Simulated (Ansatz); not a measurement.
The reference is TiAl (space group P4/mmm, No. 123).

```yaml
crystal:
  lattice:
    - [2.82426, 0.00000, 0.00000]
    - [0.00000, 2.82426, 0.00000]
    - [0.00000, 0.00000, 4.07081]
  atoms:
    - { symbol: Ti, position: [0.00000, 0.00000, 0.00000] }
    - { symbol: Al, position: [0.50000, 0.50000, 0.50000] }
```

Calculations: plane-wave PAW DFT at the PBE level (Ansatz, a first-principles code, 420 eV), no spin-orbit coupling.

One change was made to it. Results:

The c/a ratio hardly moves (1.441 against 1.442); the shortest interatomic distance grows by 0.0084 Å to 2.833 Å.

**Question.** Name the change that was made.
(A) pressure −1 GPa
(B) pressure −2 GPa
(C) pressure 0.9 GPa
(D) pressure 4.5 GPa
(E) pressure 9 GPa

**Answer.** A, pressure −1 GPa. For comparison, the shortest interatomic distance in the other runs: pressure 9 GPa gives 2.760 Å; pressure 0.9 GPa gives 2.817 Å; pressure −2 GPa gives 2.841 Å; pressure 4.5 GPa gives 2.790 Å.

Load acts through the strain it causes; cell and atoms are relaxed under it. Whether these cells are dynamically stable was not tested. No other phases were tried under pressure. The final runs are not spin-polarised.
